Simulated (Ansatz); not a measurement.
WSe2 under a change: isotropic strain +3.31 %

Start from WSe2 in the 2H-MoS2 type structure (space group P6_3/mmc, No. 194; a = 3.279 Å, c = 12.786 Å; layered, stacked along the Cartesian z axis).

It is then changed as follows: the cell is scaled by 1.0331 in all directions; the atoms relax in the strained cell.

Level of theory: PBE-D3(BJ), PAW, 420 eV (Ansatz, a program for electronic structure; spin-orbit coupling left out), earlier PAW set. k-mesh 12×12×3 (Γ-centred); smearing 0.05 eV (Fermi–Dirac).

| quantity | base | changed | shift |
|---|---|---|---|
| volume per atom | 19.84 Å³ | 21.88 Å³ | +2.04 Å³ |
| space group | P6_3/mmc (No. 194) | P6_3/mmc (No. 194) | – |
| shortest interatomic distance | 2.534 Å | 2.559 Å | +0.025 Å |
| energy relative to the base (free energy F) | 0 meV/atom | +36 meV/atom | +36 meV/atom |
| pressure (mean of the normal stresses, compression positive) | 0.00 GPa | -5.17 GPa | -5.17 GPa |
| band gap | 0.87 eV | 0.90 eV | +0.03 eV |
| gap character | indirect, Γ → K–Γ (47 % along) | indirect, Γ → K | – |
| smallest direct gap | 1.57 eV | 1.24 eV | -0.324 eV |
| width of the top valence band | 1.52 eV | 1.47 eV | -0.05 eV |
| hole mass | 1.3 mₑ along c, 0.70 mₑ across (at Γ) | 1.4 mₑ along c, 0.69 mₑ across (at Γ) | – |
| valence-band top at Γ (three highest levels, from the VBM) | 0.00, -0.96, -1.20 eV | 0.00, -0.83, -1.08 eV | – |

Final structure:

```
CELL_PARAMETERS angstrom
      3.38752     0.00000     0.00000
     -1.69376     2.93368     0.00000
      0.00000     0.00000    13.20903
ATOMIC_POSITIONS crystal
  W  0.33333 0.66667 0.25000
  W  0.66667 0.33333 0.75000
  Se 0.33333 0.66667 0.62503
  Se 0.66667 0.33333 0.12503
  Se 0.66667 0.33333 0.37497
  Se 0.33333 0.66667 0.87497
```

Cost of the whole job for the changed cell (relaxation, final SCF and bands): roughly 110 core-seconds.

Spin-orbit coupling, missing from the scalar runs, can matter with W. Masses are band curvatures over ±0.01 Å⁻¹ around the edge. Stability against distortions was not tested.
